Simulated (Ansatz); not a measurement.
**How far to go with the k-point mesh: SrGaSi (P3m1, 3 atoms in the cell)**

```yaml
crystal:
  lattice:
    - [4.19212, 0.00000, 0.00000]
    - [-2.09606, 3.63048, 0.00000]
    - [0.00000, 0.00000, 4.75003]
  atoms:
    - { symbol: Sr, position: [0.00000, 0.00000, 0.01053] }
    - { symbol: Ga, position: [0.33333, 0.66667, 0.50000] }
    - { symbol: Si, position: [0.66667, 0.33333, 0.50000] }
```

Method: PBEsol, default PAW files made with PBE (plane waves; Ansatz, a program for electronic structure).

Base settings: basis.ecutwfc = 420 eV; kpoints.mp_grid.grid = 9 9 7; hamiltonian.xc = pbesol; hamiltonian.pseudopotentials = {kind: paw} (the program's default PAW files); scf.occupations.method = fermi_dirac; scf.occupations.width = 0.1 eV.

The second cell is the first with its lattice scaled by 0.98.

Only quantities that move along the ladder and can be compared are tabulated.

The count of work is k-points × plane waves × bands × iterations; it is no time. Core times come from one kind of shared machine, to one figure; runs under 30 s give none.

The starting cell comes from a database of computed structures (which also holds hypothetical and non-ambient phases and stackings), without a prior relaxation at this level. Its lattice was rescaled by up to half a per cent. One atom was moved a little off its site on purpose. Ansatz's pressure includes its estimate of the finite-basis (Pulay) stress.

Steps (kpoints.mp_grid.grid): 2 2 1; 2 2 2; 3 3 2; 3 3 3; 4 4 3; 4 4 4; 5 5 4; 6 6 5; 7 7 5; 7 7 6; 8 8 6; 9 9 7; 10 10 7; 11 11 8; 12 12 9; 13 13 10; 14 14 11; 16 16 12; 18 18 14; 20 20 15; 22 22 17; 24 24 19; 27 27 21; 30 30 23.

**Question.** What is the coarsest kpoints.mp_grid.grid that holds the forces within 0.01 eV/Å of the last step, with all finer ones?

**Answer.** 6 6 5, at 0.014 of the last step's count of work; the step before is off by 0.012 eV/Å.

**Question.** What is the coarsest kpoints.mp_grid.grid that holds the pressure within 0.2 GPa of the last step, with all finer ones?

**Answer.** 3 3 2, at 0.0031 of the last step's count of work; the step before is off by 0.54 GPa.

**Question.** What is the coarsest kpoints.mp_grid.grid that holds the free energy within 2 meV/atom of the last step, with all finer ones?

**Answer.** 6 6 5, at 0.014 of the last step's count of work; the step before is off by 2.6 meV/atom.

```csv
kpoints.mp_grid.grid,free energy less the last step's (meV/atom),energy of the compressed cell less the first (meV/atom),pressure (GPa),largest difference of a force vector from the last step's (eV/Å),count of work / last,core time / last (rough)
2 2 1,736.95,-10.43,-2.68,0.099,0.0010,–
2 2 2,357.72,-5.27,-2.35,0.078,0.0021,–
3 3 2,159.52,-1.36,-1.87,0.014,0.0031,–
3 3 3,139.65,-1.32,-1.87,0.013,0.0032,–
4 4 3,22.26,-1.73,-1.86,0.005,0.0041,–
4 4 4,32.39,-1.54,-1.83,0.017,0.0059,–
5 5 4,2.63,-1.92,-1.89,0.012,0.0078,–
6 6 5,0.93,-1.20,-1.83,0.003,0.014,–
7 7 5,-1.04,-0.92,-1.78,0.004,0.017,–
7 7 6,-1.52,-0.93,-1.79,0.005,0.021,–
8 8 6,-0.54,-0.98,-1.80,0.004,0.026,–
9 9 7,-0.62,-0.89,-1.79,0.004,0.036,–
10 10 7,0.08,-0.89,-1.80,0.002,0.042,–
11 11 8,0.45,-0.85,-1.80,0.001,0.057,–
12 12 9,0.24,-0.87,-1.80,0.000,0.075,–
13 13 10,0.20,-0.86,-1.81,0.001,0.095,–
14 14 11,0.12,-0.85,-1.81,0.001,0.12,–
16 16 12,-0.06,-0.85,-1.81,0.000,0.16,0.2
18 18 14,-0.04,-0.86,-1.81,0.000,0.24,0.2
20 20 15,0.00,-0.87,-1.81,0.000,0.30,0.3
22 22 17,0.02,-0.87,-1.81,0.000,0.41,0.4
24 24 19,0.01,-0.87,-1.81,0.000,0.54,0.6
27 27 21,0.00,-0.87,-1.81,0.000,0.75,0.8
30 30 23,0.00,-0.87,-1.81,0.000,1.0,1
```

The energy difference between the two cells stays within 1 meV/atom of the last step's from 6 6 5 on, the total only from 8 8 6 on: much of the error is common to both cells and cancels.

Keys are those of Ansatz 0.2.
